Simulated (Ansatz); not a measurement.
Consider HfSi$_{2}$ in the fluorite structure (space group Fm-3m, No. 225; a = 6.182 Å; a hypothetical phase, not in the database extracts checked; relaxed with 0.1 eV smearing). Axes: x, y, z lie along the cube axes.

Level of theory: plane-wave PAW DFT at the PBEsol level (Ansatz, a program for electronic structure, 420 eV), no SOC.

Modification: the cell is compressed by 5.34 % along y with no lateral relaxation; the atoms relax in the strained cell.

Predict the stress tensor and what it implies for the stiffness.

Stress of the strained cell less that of the base (GPa, compression positive):
```
    7.4     0.0     0.0
    0.0     1.0     0.0
    0.0     0.0     7.4
```

Then −Δσ_ii/ε with ε = -0.0534 gives secant stiffness values (nonlinear terms included at this strain): C22 ≈ 19 GPa, C12 ≈ 139 GPa and C23 ≈ 139 GPa.

An off-diagonal value above the diagonal one breaks a Born criterion: the base is elastically unstable at this level, or the strain is beyond its stable range.

No phonon test of stability was made. All final runs are without spin polarisation. HfSi2 has a high density of states at the Fermi level and may be magnetic at this level.
